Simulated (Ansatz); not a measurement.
**A computed series for SiC: response to strain**

The reference is SiC in the wurtzite structure (space group P6_3mc, No. 186).

```
CELL_PARAMETERS angstrom
      3.05640     0.00000     0.00000
     -1.52820     2.64692     0.00000
      0.00000     0.00000     5.01582
ATOMIC_POSITIONS crystal
  Si 0.33333 0.66667 0.99959
  Si 0.66667 0.33333 0.49959
  C  0.33333 0.66667 0.37541
  C  0.66667 0.33333 0.87541
```

Cartesian axes are those of the cell as printed.

Strains are applied to the cell and any free atomic positions relax.

Calculations: LDA (Ansatz, a first-principles code, PAW, scalar-relativistic without spin-orbit coupling).

Notes on the quantities. energy relative to the base: free energy F.

```json
[
 {"uniaxial strain ε_zz (%)": "0", "energy relative to the base (meV/atom)": "0.0"},
 {"uniaxial strain ε_zz (%)": "0.6", "energy relative to the base (meV/atom)": "0.6"},
 {"uniaxial strain ε_zz (%)": "1.2", "energy relative to the base (meV/atom)": "?"},
 {"uniaxial strain ε_zz (%)": "1.8", "energy relative to the base (meV/atom)": "5.6"},
 {"uniaxial strain ε_zz (%)": "2.4", "energy relative to the base (meV/atom)": "9.9"}
]
```

Fit ΔE = Aε² + Bε³ (ε in %) to the rows shown and predict the withheld row.

Least squares on the printed values gives A = 1.74 and B = -0.011 meV/atom (largest residual 0.0 meV/atom); this predicts 2.5 meV/atom, and the run gives 2.5 meV/atom, in agreement.

No phonon test of stability was made.
